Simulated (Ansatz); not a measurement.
Pd under a change: biaxial strain −1.00 %, plane normal [001], relaxed out of plane

Consider Pd in the fcc (Cu type) structure (space group Fm-3m, No. 225; a = 3.910 Å; relaxed with 0.1 eV smearing). Axes: x, y, z lie along the cube axes.

Now apply this change: compressive biaxial strain of 1.00 % in the plane normal to [001], as in epitaxy on a mismatched substrate; the out-of-plane cell vector and the atoms relax.

Calculations: r2SCAN/PAW in Ansatz (a first-principles code), no spin-orbit coupling. Γ-centred 29×29×29 mesh, Fermi–Dirac width 0.1 eV.

| quantity | base | changed | shift |
|---|---|---|---|
| space group | Fm-3m (No. 225) | I4/mmm (No. 139) | – |
| shortest interatomic distance | 2.765 Å | 2.737 Å | -0.028 Å |
| energy relative to the base (free energy F) | 0 meV/atom | +1.3 meV/atom | +1.3 meV/atom |
| band gap | zero | zero | – |
| out-of-plane strain | – | +1.54 % | – |
| ratio −ε⊥/ε∥ | – | 1.54 | – |
| mean in-plane stress (compression positive) | – | +1.4 GPa | – |

Stability against distortions was not tested. The final runs are not spin-polarised. Pd has a high density of states at the Fermi level and may be magnetic at this level.
